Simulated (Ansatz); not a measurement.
The parent structure is MgO in the rock salt structure (space group Fm-3m, No. 225; a = 4.2141 Å). Axes: x, y, z lie along the cube axes.

Structures relaxed with DFT with PBEsol, PAW potentials and a 420 eV plane-wave cutoff in Ansatz (a program for electronic structure), spin-orbit coupling left out.

Base:

Simulated powder pattern, Cu Kα, λ = 1.54184 Å (kinematic, ideal powder, no thermal factors, no anomalous dispersion; the 14 strongest lines at most, above 2 %, up to 2θ = 90°):

```tsv
2θ (°)	I/Imax (%)	hkl
36.95	10	(111)
42.92	100	(200)
62.32	56	(220)
74.71	6.9	(311)
78.65	17	(222)
```

After one change:

Simulated powder pattern, Cu Kα, λ = 1.54184 Å (kinematic, ideal powder, no thermal factors, no anomalous dispersion; the 14 strongest lines at most, above 2 %, up to 2θ = 90°):

```csv
2θ (°),I/Imax (%)
37.39,17
42.21,57
44.06,100
62.66,59
64.07,27
73.99,3.9
76.60,7.1
79.75,26
```

**Question.** Which change produced these results?
(A) biaxial strain −2.45 %, plane normal [001], relaxed out of plane
(B) uniaxial strain ε_yy = +4.07 %
(C) biaxial strain −2.34 %, plane normal [110], relaxed out of plane
(D) biaxial strain +0.76 %, plane normal [111], relaxed out of plane

**Answer.** A, biaxial strain −2.45 %, plane normal [001], relaxed out of plane. Its volume per atom is 9.04 Å³ against 9.35 Å³, and its space group is I4/mmm (No. 139).

No phonon test of stability was made.
